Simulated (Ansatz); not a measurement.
Results of LDA (PAW; Ansatz, a program for electronic structure) for ScB (model structure, started from the rocksalt type, Fm-3m, No. 225, 2 atoms in the cell).

Settings: plane-wave cutoff 520 eV, 18×18×18 k mesh, Fermi–Dirac smearing 0.05 eV, scalar-relativistic PAW data made under PBE.

Cell (relaxed at this level):

ScB has the cubic space group Fm-3m (No. 225), the rock salt structure, Pearson symbol cF8. Cell: a = 4.8400 Å, b = 4.8400 Å, c = 4.8400 Å, α = 90.00°, β = 90.00°, γ = 90.00°. B on 4a sees 6 Sc at 2.420 Å (octahedral). Sc on 4b has 6 B at 2.420 Å and 12 Sc at 3.422 Å. (Neighbours: up to the widest gap in distance over summed covalent radii, below 1.35, at either atom; cation-cation and far metal-metal contacts left out.)
(The calculation used a cell of 2 atoms; values per cell refer to that cell.)

Problem. Predict the bulk modulus B0.

Solution. 
bulk modulus B0: 119 GPa

The run finds no gap.

Note: the bulk modulus is −V dP/dV from two relaxed cells at ±2 % in volume; the relaxation could raise the start's symmetry but not lower it, so the cell can be a saddle point.

The computed numbers hold no vibrational or temperature effects.

A model structure was made by putting elements into a prototype or built by hand; it is no filed structure, need not be a known phase, and can be a saddle point held by its symmetry.
